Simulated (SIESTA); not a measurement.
# Converging the cutoff of the real-space grid: MgB2 (P6mm, 3 atoms in the cell)

```
CELL_PARAMETERS angstrom
      1.55272    -2.68940     0.00000
      1.55272     2.68940     0.00000
      0.00000     0.00000     3.53760
ATOMIC_POSITIONS crystal
  Mg 0.00000 0.00000 0.01413
  B  0.33333 0.66667 0.50000
  B  0.66667 0.33333 0.50000
```

Method: SIESTA with GGA PBEsol, numerical atomic orbitals DZP, PseudoDojo PBEsol standard norm-conserving potentials (rewritten from UPF to PSML).

Base settings: XC.functional = GGA; XC.authors = PBEsol; potentials = PseudoDojo PBEsol standard; PAO.BasisSize = DZP; PAO.EnergyShift = 0.01 Ry; MeshCutoff = 400 Ry; kgrid.MonkhorstPack = 4 4 3; OccupationFunction = FD; ElectronicTemperature = 1160.45 K; MaxSCFIterations = 150.

The second cell is the first with its lattice scaled by 0.98.

The mesh stays at the base's, so the ladder's end is converged at best in this setting alone.

Only quantities that move along the ladder and can be compared are tabulated.

Core times come from one kind of shared machine, to one figure; runs under 30 s give none.

The starting cell has typed, rounded lattice constants, without a prior relaxation at this level. Its lattice was rescaled by up to half a per cent. One atom was moved a little off its site on purpose. Values carry the incompleteness of an atom-centred basis. Without a gap this mesh is coarse (it stands for a supercell whose shortest vector is 11 Å).

Steps (MeshCutoff): 140 Ry (153 Ry used); 180 Ry (199 Ry used); 220 Ry (220 Ry used); 280 Ry (286 Ry used); 320 Ry (344 Ry used); 360 Ry (391 Ry used); 480 Ry (495 Ry used); 540 Ry (552 Ry used); 600 Ry (611 Ry used); 700 Ry (795 Ry used); 800 Ry (880 Ry used); 960 Ry (1114 Ry used).

**Question.** What is the coarsest MeshCutoff that holds the free energy within 5 meV/atom of the last step, with all finer ones?

**Answer.** 280 Ry (286 Ry used); the step before is off by 12 meV/atom.

**Question.** What is the coarsest MeshCutoff that holds the pressure within 0.2 GPa of the last step, with all finer ones?

**Answer.** 280 Ry (286 Ry used); the step before is off by 0.34 GPa.

**Question.** What is the coarsest MeshCutoff that holds the energy of the compressed cell less the first within 0.5 meV/atom of the last step, with all finer ones?

**Answer.** 280 Ry (286 Ry used); the step before is off by 1.2 meV/atom.

```tsv
MeshCutoff	free energy less the last step's (meV/atom)	energy of the compressed cell less the first (meV/atom)	pressure (GPa)	largest difference of a force vector from the last step's (eV/Å)	core time / last (rough)
140 Ry (153 Ry used)	-28.21	14.99	-0.29	0.065	–
180 Ry (199 Ry used)	-12.29	13.49	-0.65	0.049	–
220 Ry (220 Ry used)	-11.57	13.52	-0.75	0.031	–
280 Ry (286 Ry used)	-3.87	12.74	-0.93	0.004	–
320 Ry (344 Ry used)	-3.46	12.70	-1.00	0.020	–
360 Ry (391 Ry used)	-2.38	12.38	-1.02	0.024	0.4
480 Ry (495 Ry used)	-1.28	12.49	-0.97	0.019	0.6
540 Ry (552 Ry used)	-0.71	12.42	-1.09	0.017	0.5
600 Ry (611 Ry used)	-0.68	12.43	-1.09	0.013	0.4
700 Ry (795 Ry used)	-0.17	12.38	-1.09	0.005	0.9
800 Ry (880 Ry used)	-0.16	12.37	-1.08	0.003	1
960 Ry (1114 Ry used)	0.00	12.28	-1.09	0.000	1
```

The energy difference between the two cells stays within 1 meV/atom of the last step's from 280 Ry on, the total only from 540 Ry on: much of the error is common to both cells and cancels.

Two neighbours can agree and both be off: 180 Ry and 220 Ry differ by 0.73 meV/atom in the free energy, yet lie about 12 meV/atom from the last step.

Left out of this page: 4 runs of the series outside the window shown, repeating another row's setting, or not comparable.
